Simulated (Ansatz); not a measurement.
HgSe (P3₂21, No. 154, 6 atoms in the cell; start mp-1018722; a measured phase of this formula has another space group), treated with HSE06 in Ansatz (PAW).

Settings: plane-wave cutoff 500 eV, 6×6×2 k mesh (along the axes of the cell as run), gaussian smearing 0.02 eV, scalar-relativistic PAW data made under PBE.

Cell (relaxed with PBEsol):

```yaml
crystal:
  lattice:
    - [3.68896, -2.12992, 0.00123]
    - [3.68896, 2.12992, 0.00123]
    - [-0.00377, 0.00000, 9.66905]
  atoms:
    - { symbol: Hg, position: [0.32617, 0.67383, 0.00000] }
    - { symbol: Hg, position: [0.99983, 0.32648, 0.66667] }
    - { symbol: Hg, position: [0.67352, 0.00017, 0.33333] }
    - { symbol: Se, position: [0.47328, 0.52672, 0.50000] }
    - { symbol: Se, position: [0.99980, 0.47362, 0.16666] }
    - { symbol: Se, position: [0.52638, 0.00020, 0.83334] }
```

What does this level give for the band gap?


* **band gap**: 1.17 eV (on the SCF k mesh)

Note: cell and atoms aren't relaxed at this level (pressure 1.8 GPa).

Spin–orbit coupling is not included; with these elements it can move the gap by several tenths of an eV or more.

Static lattice: no zero-point or thermal effects.

It cost very roughly 16 core-minutes of CPU time.

A start named mp-… is a Materials Project structure, which need not be a measured phase.

Ansatz is a first-principles code.
